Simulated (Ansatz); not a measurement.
System: SiO₂ (P4₁2₁2, No. 92). Method: PBE in Ansatz (plane waves, PAW).

Run with plane-wave cutoff 520 eV, 8×8×6 k mesh (along the axes of the cell as run), Fermi–Dirac smearing 0.01 eV, scalar-relativistic PAW data made under PBE.

Cell (relaxed at this level):

```cif
data_O8Si4
_chemical_formula_sum 'Si4 O8'
_space_group_name_H-M_alt 'P 1'
_space_group_IT_number 1
_cell_length_a 5.08444
_cell_length_b 5.08444
_cell_length_c 7.10056
_cell_angle_alpha 90.000
_cell_angle_beta 90.000
_cell_angle_gamma 90.000
loop_
_space_group_symop_operation_xyz
  'x, y, z'
loop_
_atom_site_label
_atom_site_type_symbol
_atom_site_fract_x
_atom_site_fract_y
_atom_site_fract_z
_atom_site_occupancy
Si1 Si 0.29387 0.29387 0.00000 1
Si2 Si 0.79387 0.20613 0.75000 1
Si3 Si 0.20613 0.79387 0.25000 1
Si4 Si 0.70613 0.70613 0.50000 1
O1 O 0.24119 0.09349 0.17423 1
O2 O 0.74119 0.40651 0.57577 1
O3 O 0.25881 0.59349 0.07577 1
O4 O 0.75881 0.90651 0.67423 1
O5 O 0.90651 0.75881 0.32577 1
O6 O 0.40651 0.74119 0.42423 1
O7 O 0.59349 0.25881 0.92423 1
O8 O 0.09349 0.24119 0.82577 1
```

Task: What does this level give for the bulk modulus and band gap?

Result: 
* **bulk modulus**: 15.7 GPa
* **band gap**: 5.52 eV (direct)

Note: the volume lies 7 % above that of the published cell; the bulk modulus comes from volumes at which shape and atoms were relaxed.

Cost on a shared machine: about 22 core-minutes (a rough figure).

Ansatz is an electronic-structure program.
